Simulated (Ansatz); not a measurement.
Take Rh in the fcc (Cu type) structure (space group Fm-3m, No. 225; relaxed with 0.1 eV smearing) as the base.

```yaml
crystal:
  lattice:
    - [0.00000, 1.90077, 1.90077]
    - [1.90077, 0.00000, 1.90077]
    - [1.90077, 1.90077, 0.00000]
  atoms:
    - { symbol: Rh, position: [0.00000, 0.00000, 0.00000] }
```

Cartesian axes are those of the cell as printed.

Method: r2SCAN (Ansatz, a program for electronic structure), scalar-relativistic without spin-orbit coupling.

Modification: the cell is stretched by 3.00 % along z with no lateral relaxation; the atoms relax in the strained cell.

Problem. Predict the stress tensor and what it implies for the stiffness.

Solution. Stress of the strained cell less that of the base (GPa, compression positive):
```
   -5.3     0.0     0.0
    0.0    -5.3     0.0
    0.0     0.0   -12.0
```

Then −Δσ_ii/ε with ε = 0.0300 gives secant stiffness values (nonlinear terms included at this strain): C33 ≈ 401 GPa, C13 ≈ 176 GPa and C23 ≈ 176 GPa.

As a check, the harmonic strain energy −½ V₀ Δσ:ε is 15 meV/atom; the computed energy rise is 16 meV/atom.

Stability against distortions was not tested. All final runs are without spin polarisation. Rh lies near a magnetic instability that expansion can trigger; it was not tested.
